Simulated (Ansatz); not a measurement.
The density of states at the Fermi level in a series of structures.

Cell A: Cu (fcc, Fm-3m), 1 atom in the cell; spin state with PBE: run without spin, k-point mesh 28×28×28 on the run's own vectors.
```cif
data_Cu4
_chemical_formula_sum 'Cu4'
_space_group_name_H-M_alt 'Fm-3m'
_space_group_IT_number 225
_space_group_name_Hall '-F 4 2 3'
_cell_length_a 3.62924
_cell_length_b 3.62924
_cell_length_c 3.62924
_cell_angle_alpha 90.000
_cell_angle_beta 90.000
_cell_angle_gamma 90.000
loop_
_atom_site_label
_atom_site_type_symbol
_atom_site_symmetry_multiplicity
_atom_site_Wyckoff_symbol
_atom_site_fract_x
_atom_site_fract_y
_atom_site_fract_z
_atom_site_occupancy
Cu1 Cu 4 a 0.00000 0.00000 0.00000 1
```
(The calculation used a cell of 1 atom; values per cell refer to that cell.)

Cell B: W (bcc, Im-3m), 1 atom in the cell; spin state with PBE: run without spin, k-point mesh 26×26×26 on the run's own vectors.
```xyz
1
Lattice="-1.5919 1.5919 1.5919 1.5919 -1.5919 1.5919 1.5919 1.5919 -1.5919" Properties=species:S:1:pos:R:3 pbc="T T T"
W      0.0000     0.0000     0.0000
```

Cell C: WC (P-6m2), 2 atoms in the cell; spin state with PBE: run without spin, k-point mesh 12×18×18 on the run's own vectors.
```cif
data_CW
_chemical_formula_sum 'W1 C1'
_space_group_name_H-M_alt 'P 1'
_space_group_IT_number 1
_cell_length_a 2.84712
_cell_length_b 2.92200
_cell_length_c 2.92200
_cell_angle_alpha 120.000
_cell_angle_beta 90.000
_cell_angle_gamma 90.000
loop_
_space_group_symop_operation_xyz
  'x, y, z'
loop_
_atom_site_label
_atom_site_type_symbol
_atom_site_fract_x
_atom_site_fract_y
_atom_site_fract_z
_atom_site_occupancy
W1 W 0.00000 0.00000 0.00000 1
C1 C 0.50000 0.66667 0.33333 1
```

Computed with Ansatz (plane waves, PAW), its PAW set soft_1, cutoff 420 eV. The structures are at rest with PBE. Neutral cells; Fermi-Dirac smearing of at most 0.10 eV in the solids, energies taken to zero width. Spin-orbit coupling is left out. A dispersion term ran beside these levels; it doesn't touch the electrons. Both spins, broadened by a Gaussian of 0.2 eV on the run's mesh.

**Question.** What does PBE give for the density of states at the Fermi level of each cell (states/eV per atom)?

**Answer.** 
| cell | PBE |
|---|---|
| A | 0.30 |
| B | 0.47 |
| C | 0.15 |

With PBE the value is lowest for C and highest for B.

Ansatz is an electronic-structure program.
